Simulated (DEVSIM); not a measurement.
double heterostructure, GaAs between p- and n-type Al0.4Ga0.6As

Device: double heterostructure, GaAs between p- and n-type Al0.4Ga0.6As, at 300 K.

```csv
layer (left to right),material,thickness (μm),Nd (cm⁻³),Na (cm⁻³),τn (s),τp (s)
1,Al0.4Ga0.6As,0.440,2.7e17,-,3e-9,3e-9
2,GaAs,0.0860,-,6.1e15,3e-9,3e-9
3,Al0.4Ga0.6As,0.870,-,1.4e17,3e-9,3e-9
```

Left contact: ohmic. Right contact: ohmic. Voltage is applied to the left contact. Recombination: SRH at mid-gap, radiative. Mobility is constant in doping.

The device is made up for the run: typed textbook-type constants, with dimensions and the other settings drawn at random. Values at 300 K.

```
parameter      Al0.4Ga0.6As    GaAs
-------------  ------------  ------
gap (eV)             1.9228   1.424
affinity (eV)         3.754    4.07
permittivity          11.76    12.9
Nc (cm⁻³)           7.93e17  4.7e17
Nv (cm⁻³)              9e18    9e18
μn (cm²/Vs)            3220    8500
μp (cm²/Vs)             158     400
B (cm³/s)             2e-10   2e-10
```

DEVSIM, 1D drift-diffusion, Boltzmann statistics, complete ionisation; no tunnelling, impact ionisation, image-force lowering or self-heating. Band offsets follow the typed affinities; no thermionic-emission limit at abrupt steps, no polarisation charge.

```json
{
  "potential_step_across_the_device_at_zero_bias": "1.787 V",
  "Dark forward voltage at 1 A/cm²": "1.144 V",
  "Dark forward voltage at 100 A/cm²": "1.335 V"
}
```

Dark forward current:

```json
[
 {"V (V)": "-0.05", "J (A/cm²)": "-7.5e-11"},
 {"V (V)": "-0.15", "J (A/cm²)": "-7.5e-10"},
 {"V (V)": "-0.20", "J (A/cm²)": "-2.1e-9"},
 {"V (V)": "-0.30", "J (A/cm²)": "-1.6e-8"},
 {"V (V)": "-0.35", "J (A/cm²)": "-4.2e-8"},
 {"V (V)": "-0.45", "J (A/cm²)": "-3.1e-7"},
 {"V (V)": "-0.50", "J (A/cm²)": "-8.6e-7"},
 {"V (V)": "-0.60", "J (A/cm²)": "-6.5e-6"},
 {"V (V)": "-0.70", "J (A/cm²)": "-5.1e-5"},
 {"V (V)": "-0.75", "J (A/cm²)": "-0.00014"},
 {"V (V)": "-0.85", "J (A/cm²)": "-0.0012"},
 {"V (V)": "-0.90", "J (A/cm²)": "-0.0035"},
 {"V (V)": "-1.00", "J (A/cm²)": "-0.032"},
 {"V (V)": "-1.10", "J (A/cm²)": "-0.34"},
 {"V (V)": "-1.15", "J (A/cm²)": "-1.2"},
 {"V (V)": "-1.25", "J (A/cm²)": "-14"},
 {"V (V)": "-1.30", "J (A/cm²)": "-45"},
 {"V (V)": "-1.40", "J (A/cm²)": "-410"},
 {"V (V)": "-1.45", "J (A/cm²)": "-980"},
 {"V (V)": "-1.55", "J (A/cm²)": "-3000"}
]
```
